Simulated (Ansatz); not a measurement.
**Ru on the 1x1 (111) surface of fcc Ni, ferromagnetic, one in a 2x2 cell, started at the site 'bridge Ni-Ni (span 2.5 Å)'**

All values below come from PBE (plane waves to 420 eV, PAW; Ansatz, a quantum-chemistry and plane-wave program).

Slab: 17 atoms, 6.0 Å thick at the start under the adsorbate (thin: gaps and levels are the slab's own); k 7x7x1, smearing 0.1 eV, dipole-corrected; 8 atoms held, the rest relaxed; start symmetry kept, larger cells not searched; spin-polarised, no spin-orbit, no U, no dispersion correction. At the end it is bonded to 3 Ni. In PBE it is, or lies within 0.03 eV of, the lowest of the starts that converged.

The adsorption energy against an atom of hcp Ru is 2.34 eV, the work function of the top face is 3.57 eV and the change of the work function is -1.50 eV. The change of the step from the bottom to the top vacuum level, against the clean slab comes out as -1.49 eV and the energy released by relaxation is 1.50 eV. The height of the binding atom over the mean of the host atoms within 0.3 Å of the top one comes out as 1.772 Å, the magnetic moment of the cell is 13.32 μB and the nearest host atoms of the binding atom is Ni at 2.33 Å, Ni at 2.33 Å, Ni at 2.33 Å. The largest move of a host atom comes out as 0.13 Å and the note is in the relaxation the adsorbate left its starting site by 0.7 Å. The cost is very roughly 30 core-minutes.

A negative adsorption energy means that the adsorbate is more stable on the surface than in its reference.
